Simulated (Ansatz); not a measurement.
Worked example: self-consistent single point of Pb₂Au (Ibam, 6 atoms in the cell) in Ansatz (a quantum-chemistry and plane-wave program).

Method of the run: LDA (PW92), PAW files made with PBE (plane waves; Ansatz).

```
Pb2Au
1.0
   -3.63533     3.64044     2.79962
    3.63533    -3.64044     2.79962
    3.63533     3.64044    -2.79962
Pb Au
4 2
Cartesian
  1.16011   1.16246   0.00000
  2.47523   2.47797   2.79962
  4.79544   2.47797   0.00000
 -1.16011   1.16246   2.79962
  0.00000   3.64044   1.39981
  3.63533   0.00000   1.39981
```

Reference input (self-consistent single point, DFT, PBEsol, plane waves, PAW files made with PBE): kpoints.mp_grid.grid = 4 4 4; hamiltonian.xc = pbesol; hamiltonian.pseudopotentials = {kind: paw} (an earlier, softer set of the program's PAW files); scf.occupations.method = gaussian; scf.occupations.width = 0.136 eV. This run's input differs from it in these lines:

Ansatz 0.2 input:
```diff
@@ -16,3 +16,3 @@
 hamiltonian:
-  xc: pbesol
+  xc: lda
   pseudopotentials:
```

Log, with long lists cut:

```
SCF iter   1: F=—  HF=-72152.902606 eV  |F-HF|=—  |Δ(HF+E_count)|=         —  Δρ=7.93e-2  dr2=1.64e1  ethr=3.10e-3  ⟨swp⟩=10.4  Hψ=4738  notcnv=0  defer=1
all-band conjugate gradients solve this SCF's bands
preconditioner: auto → Kerker (q_TF=auto, 2.529 Å⁻¹)
SCF iter   2: F=—  HF=-72150.673957 eV  |F-HF|=—  |Δ(HF+E_count)|=    2.23e0  Δρ=3.71e-2  dr2=4.39e0  ethr=3.10e-3  ⟨swp⟩=2.2  Hψ=1597  notcnv=0  defer=30
   [... lines left out ...]
SCF iter   5: F=—  HF=-72149.799026 eV  |F-HF|=—  |Δ(HF+E_count)|=   6.50e-5  Δρ=1.70e-4  dr2=4.54e-5  ethr=1.29e-6  ⟨swp⟩=2.1  Hψ=1336  notcnv=0  defer=28
SCF iter   6: F=—  HF=-72149.799020 eV  |F-HF|=—  |Δ(HF+E_count)|=   6.74e-6  Δρ=3.69e-5  dr2=1.59e-6  ethr=4.83e-8  ⟨swp⟩=2.5  Hψ=1704  notcnv=0  defer=28
SCF iter   7: F=—  HF=-72149.799019 eV  |F-HF|=—  |Δ(HF+E_count)|=   3.67e-7  Δρ=9.49e-6  dr2=1.52e-7  ethr=1.06e-10  ⟨swp⟩=13.2  Hψ=5310  notcnv=0
SCF iter   8: F=-72149.799019 eV  HF=-72149.799019 eV  |F-HF|=1.62e-9  |Δ(HF+E_count)|=   6.00e-8  Δρ=2.45e-6  dr2=8.47e-9  ethr=1.06e-10  ⟨swp⟩=4.2  Hψ=3140  notcnv=0
SCF 1 converged in 8 iterations: F = -72149.799019 eV  dr2 = 8.47e-9
Free energy (F): -72149.799019 eV
Internal energy: -72149.772261 eV  (E = F + TS)
E sigma→0 (E₀):  -72149.785640 eV
Entropy (-TS):   -0.026759 eV (-4.460 meV/atom)
Fermi energy:    13.719984 eV
--- Forces (eV/Å), atoms counted from 1 ---
  atom   1  Pb    -0.04957259    -0.04993930     0.00000000
  atom   2  Pb     0.04957259     0.04993930     0.00000000
  atom   3  Pb    -0.04957259     0.04993930     0.00000000
  atom   4  Pb     0.04957259    -0.04993930    -0.00000000
  atom   5  Au    -0.00000000     0.00000000     0.00000000
  atom   6  Au     0.00000000     0.00000000     0.00000000
--- Stress (GPa, compression-positive) ---
       -0.510559       0.000000       0.000000
        0.000000      -0.536109       0.000000
        0.000000       0.000000      -0.214223
  P = ⅓ Tr σ = -0.4203 GPa (-4.203 kbar)
  The stress holds the Pulay correction. Without it, at fixed plane waves, as pw.x and ABINIT print it: P = -0.4530 GPa
```

The run converged in 8 iterations. Against the reference run the pressure goes from 1.94 to -0.42 GPa and the largest force goes from 0.117 to 0.070 eV/Å.

The starting cell comes from a database of computed structures (which also holds hypothetical and non-ambient phases and stackings), without a prior relaxation at this level. Its lattice was rescaled by a random factor within 2.5 % of one. Ansatz's pressure includes its estimate of the finite-basis (Pulay) stress.
